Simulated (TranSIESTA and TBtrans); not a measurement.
Run with TranSIESTA and TBtrans (open boundaries, self-consistent; PseudoDojo norm-conserving potentials, scalar-relativistic): PAO.BasisSize SZP, PAO.EnergyShift 0.15 eV, XC.Authors PBE, Mesh.Cutoff 200 Ry, ElectronicTemperature 300 K, TS.Voltage 0.0 eV, TBT.Elecs.Eta 0.001 eV, no spin polarisation.

System: Ga chain with one bond stretched by 0.3 Å. Leads: straight Ga chain, spacing 2.55 Å. Geometry: as built, not relaxed.

### Question
Predict: conductance at 300 K (G0 = 2e²/h); mean T from −0.5 to 0.5 eV.

### Answer
conductance at 300 K (G0 = 2e²/h): 2.86; mean T from −0.5 to 0.5 eV: 2.28. The straight chain is held at its spacing; free chains may zigzag or dimerise. No spin-polarised start was tried, so a magnetic state, if there is one, is missed.
